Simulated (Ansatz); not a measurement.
## Report: zincblende BeS (F-43m), biaxial stress in the (001) plane

Cell and atoms are relaxed with r2SCAN to each stress (compression positive); bands and masses by r2SCAN with spin-orbit coupling, rigid bands (plane waves, PAW; Ansatz, a program for electronic structure). Strains are changes of length against the unloaded cell.

```
BeS
1.0
    0.00000     2.43429     2.43429
    2.43429     0.00000     2.43429
    2.43429     2.43429     0.00000
Be S
1 1
Direct
  0.00000   0.00000   0.00000
  0.75000   0.75000   0.75000
```

```
stress (GPa)  strain [001] (%)  strain [100] (%)  gap (eV)  mₑ* [001]  mₑ* [100]  mₕ* [001]  mₕ* [100]
------------  ----------------  ----------------  --------  ---------  ---------  ---------  ---------
-2.00                    -0.91              1.17     3.430       0.78       0.30       0.71       0.75
-1.00                    -0.44              0.57     3.498       0.69       0.31       0.77       0.80
0                            0                 0     3.559       0.37       0.37       0.79       0.79
1.00                      0.42             -0.55     3.500       0.30       0.42       0.81       0.76
2.00                      0.82             -1.07     3.442       0.30       0.43       0.76       0.70
```

[001] is the normal of the loaded plane; [010] strains as [100]. Masses are conductivity masses at 300 K in electron masses.

**Question.** From the two loads next to zero, find the biaxial modulus and the ratio of out-of-plane to in-plane strain.

**Answer.** Between -1.00 and 1.00 GPa the strain along [100] changes by -1.12 % and that along [001] by 0.86 %. The modulus is 2.00/0.0112 = 179 GPa and the ratio of the strains 0.77 (r2SCAN, atoms relaxed). For a cubic (001) plane the ratio is 2C₁₂/C₁₁ and the modulus C₁₁ + C₁₂ − 2C₁₂²/C₁₁, which gives C₁₁ ≈ 164 GPa and C₁₂ ≈ 63 GPa.

**Question.** How fast does the gap move on either side of zero load?

**Answer.** Under tension, (3.498 − 3.559) eV over -1.00 GPa = 61 meV/GPa, or about -11 eV per unit strain; under compression, (3.500 − 3.559) eV over 1.00 GPa = -59 meV/GPa, or about 11 eV per unit strain. The two slopes part by 120 meV/GPa; gaps are resolved to about 0.01 eV, which allows 20 meV/GPa, so they differ, even in sign: the gap has a turning point near zero load.

**Question.** Take the carrier density and the relaxation time as fixed, so that ρ ∝ m*. What gauge factor (Δρ/ρ)/ε follows for current along [100] at the loads next to zero?

**Answer.** electrons at -1.00 GPa: (0.31/0.37 − 1)/0.0057 ≈ -28; electrons at 1.00 GPa: (0.42/0.37 − 1)/-0.0055 ≈ -25. These are means over a finite load; the small-strain gauge factor differs, most where the load has already emptied the upper valleys or bands. Carriers and loads whose mass moves by under 12 % aren't resolved and aren't listed. The change of shape, which adds a term of order 1 to 2, and that of the scattering between valleys or bands are left out.

Masses are those of dilute carriers in rigid bands with one relaxation time, without polarons. Third decimals of gaps are kept for the arithmetic. Every relaxation keeps the zincblende phase (space group I-4m2 under this load), so a transition, a distortion that breaks the symmetry or fracture can't show.
